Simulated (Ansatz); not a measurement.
Response to strain in MoTe2

Base system: MoTe2 in the 2H-MoS2 type structure (space group P6_3/mmc, No. 194; a = 3.497 Å, c = 13.697 Å; layered, stacked along the Cartesian z axis). Axes: x lies along a and z along c of the hexagonal cell.

Strains are applied to the cell and any free atomic positions relax.

All numbers come from PBE-D3(BJ) (Ansatz, a first-principles code, PAW, spin-orbit coupling left out), earlier PAW set.

Notes on the quantities. pressure: mean of the normal stresses, compression positive; energy relative to the base: free energy F.

```json
[
 {"case": "base", "pressure": "0.0 kbar", "volume per atom": "24.17 Å³", "band gap": "0.60 eV", "energy relative to the base": "0 meV/atom"},
 {"case": "isotropic strain +0.22 %", "pressure": "-3.4 kbar", "volume per atom": "24.33 Å³", "band gap": "0.61 eV", "energy relative to the base": "+0.2 meV/atom"},
 {"case": "isotropic strain +0.59 %", "pressure": "-8.5 kbar", "volume per atom": "24.60 Å³", "band gap": "0.63 eV", "energy relative to the base": "+1.2 meV/atom"},
 {"case": "uniaxial strain ε_zz = −5.26 %", "pressure": "2.7 GPa", "volume per atom": "22.90 Å³", "band gap": "zero", "energy relative to the base": "+19 meV/atom"}
]
```

A case with no gap was solved on a k-mesh chosen for an insulator, which is coarse for it. Spin-orbit coupling, missing from the scalar runs, can matter with Te. No phonon test of stability was made. All final runs are without spin polarisation. The D3 term's C6 switches between coordination references near this geometry, which can add small steps to energies. A zero or small gap of MoTe2 under uniaxial strain ε_zz = −5.26 % can be the functional's error rather than a property of the material.
